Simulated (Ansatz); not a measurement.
Base system: SiO$_{2}$ in the rutile structure (space group P4_2/mnm, No. 136; a = 4.236 Å, c = 2.690 Å).

Calculations: Ansatz (an electronic-structure program) PBE, no spin-orbit coupling.

Carriers are added at fixed cell with a uniform background; the Fermi–Dirac width is that of 300 K.

One change was made to it. Results:

The gap between the host's bands grows by 0.10 eV (5.04 eV → 5.14 eV); the Fermi level relative to the doped band's edge (positive inside the band; to 0.05 eV) comes out as +0.60 eV; the gap character stays direct at Γ.

Task: Which change produced these results?
(A) electrons 2.0×10^22 cm⁻³
(B) holes 5.0×10^21 cm⁻³
(C) electrons 3.0×10^21 cm⁻³
(D) holes 3.0×10^21 cm⁻³

Result: B, holes 5.0×10^21 cm⁻³. For comparison, the gap between the host's bands in the other runs: holes 3.0×10^21 cm⁻³ gives 5.10 eV; electrons 3.0×10^21 cm⁻³ gives 5.01 eV; electrons 2.0×10^22 cm⁻³ gives 4.62 eV.

Charged cell with a jellium background: band edges are those of the host's band count, energies are not comparable with the neutral cell, and many-body gap narrowing is missing. Whether these cells are dynamically stable was not tested.
